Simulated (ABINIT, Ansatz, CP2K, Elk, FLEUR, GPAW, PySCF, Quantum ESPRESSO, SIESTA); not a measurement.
Si (Fd-3m, 2 atoms in the cell) computed with different codes at matched settings

Self-consistent single point, at a second geometry (lattice scaled by 0.98). First geometry:

```
Si
1.0
    0.00000     2.71550     2.71550
    2.71550     0.00000     2.71550
    2.71550     2.71550     0.00000
Si
2
Direct
  0.00000   0.00000   0.00000
  0.25000   0.25000   0.25000
```

Shared settings, as Ansatz (a first-principles code) writes them: kpoints.mp_grid.grid = 7 7 7; scf.occupations.method = fermi_dirac; scf.occupations.width = 0.01 eV. Potentials and cutoffs stand in the table.

| code | model | ΔF from the first geometry (meV/atom) | pressure (GPa) | gap on the mesh (eV) | cutoff |
|---|---|---|---|---|---|
| ABINIT | PBE, PAW (JTH v2.0 PBE PAW) | 37.4 | 8.61 | 0.466 | 20 Ha |
| PySCF | PBE, Gaussian basis gth-dzvp-molopt-sr, GTH pseudopotentials gth-pbe, FFT density fitting with multigrid | 35.6 | – | 0.514 | grid 50 Ha |
| FLEUR | PBE, all-electron FLAPW (FLEUR), scalar-relativistic valence | 38.3 | – | 0.456 | Kmax 3.9 1/bohr |
| CP2K | PBE, GPW, DZVP-MOLOPT-SR-GTH basis, GTH-PBE potentials (GTH_POTENTIALS) | 35.6 | 8.32 | 0.514 | grid 400 Ry |
| GPAW | PBE, GPAW PAW datasets PBE (gpaw-data 1.0.1) | 40.6 | 9.08 | 0.451 | 600 eV |
| Elk | PBE, all-electron FP-LAPW, Elk's shipped species files, APW+lo basis with extra local orbitals | – | – | 0.454 | rgkmax 8 |
| SIESTA | GGA PBE, numerical atomic orbitals TZP, PseudoDojo PBE standard norm-conserving potentials (rewritten from UPF to PSML) | 44.0 | 9.64 | 0.413 | grid 350 Ry |
| Ansatz | PBE, default PAW files | 38.3 | 8.71 | 0.452 | default |
| Quantum ESPRESSO | PBE, PseudoDojo standard norm-conserving (PBE) pseudopotentials | 37.6 | 8.60 | 0.453 | 40 Ry |

A dash marks a value that a program does not give, or that is left out as unsure.

Gaps are read on the mesh.

The spread over the programs that give each value: ΔF from the first geometry within 8.4 meV/atom; pressure within 1.32 GPa; gap on the mesh within 0.101 eV.

PySCF, CP2K and SIESTA use small atom-centred bases, whose incompleteness enters pressures, forces and empty levels differently from a plane-wave cutoff. FLEUR and Elk treat all electrons, but the usual bases taken here (sphere radii, linearisation, local orbitals, empty states) were not tested for convergence, so the values are no reference for the others. Ansatz's pressure is given at a fixed set of plane waves, as the other plane-wave codes print theirs.

The starting cell has typed, rounded lattice constants, without a prior relaxation at this level. For this run, on top of that: lattice scaled by 0.98.

Keys are those of Ansatz 0.2.
